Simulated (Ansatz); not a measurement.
Start from LiF in the rock salt structure (space group Fm-3m, No. 225; a = 3.990 Å). Axes: x, y, z lie along the cube axes.

The change: biaxial strain −2.81 %, plane normal [110], relaxed out of plane (Cartesian); in-plane vectors clamped, the third vector and the atoms free.

The values are results of r2SCAN (Ansatz, an electronic-structure program, PAW, without spin-orbit coupling), not measurements.

Task: Give the band edges at the high-symmetry points of the new zone, measured from its valence-band maximum.

Result: 
```
point  valence edge (eV)  conduction edge (eV)
-----  -----------------  --------------------
Γ                   0.00                 10.60
X                  -1.09                 16.89
F₂                 -1.17                 15.72
Σ₀                 -1.17                 15.72
Y₀                 -0.87                 16.28
U₀                 -0.87                 16.28
R                  -0.40                 11.99
W                  -1.04                 16.29
S                  -0.31                 12.22
T                  -1.16                 16.43
```

The gap is 10.60 eV, direct at Γ.

Semilocal Kohn–Sham gaps tend to fall short of experiment. Whether these cells are dynamically stable was not tested. k-point labels follow each cell's own Brillouin zone.
